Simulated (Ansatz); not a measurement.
InP under load (space group Imm2), r2SCAN with spin-orbit coupling, rigid bands run with Ansatz (a program for electronic structure). Condition of this run: uniaxial stress along [110] of 1 GPa (compression positive) (the target of the relaxation). Band gap 0.99 eV, N_c = 5.89e17 cm⁻³ and N_v = 1.14e19 cm⁻³ at 300 K, conductivity masses along y (a = (-0.02, 2.94, 2.97) Å; b = (2.94, -0.02, 2.97) Å; c = (2.92, 2.92, 0.00) Å) of 0.0852 mₑ (electrons) and 0.383 mₑ (holes). Take k_BT = 0.02585 eV.

### Question
Find the intrinsic carrier density and the intrinsic Fermi level.

### Answer
n_i = √(N_c N_v) exp(−E_g/2k_BT) = 2.59e18 × exp(−19.15) = 1.3e10 cm⁻³. The level lies (k_BT/2) ln(N_v/N_c) = 38 meV from mid-gap (positive towards the conduction band). Each 0.1 eV added to the gap lowers n_i by a factor of 6.9.

### Question
What built-in voltage has an abrupt junction with N_A = 1e17 and N_D = 1e17 cm⁻³, all dopants ionised?

### Answer
V_bi = E_g/e − (k_BT/e) ln(N_c N_v/(N_A N_D)) = 0.99 − 0.02585 × 6.51 = 0.82 V, for the computed gap.

### Question
What thermal injection velocity √(2k_BT/πm) limits a ballistic channel along the direction named?

### Answer
1.84e7 cm/s for electrons and 8.69e6 cm/s for holes, a ratio of √(m_h/m_e) = 2.12, for dilute carriers.

Rigid bands with the computed gap; masses take one relaxation time for all states.
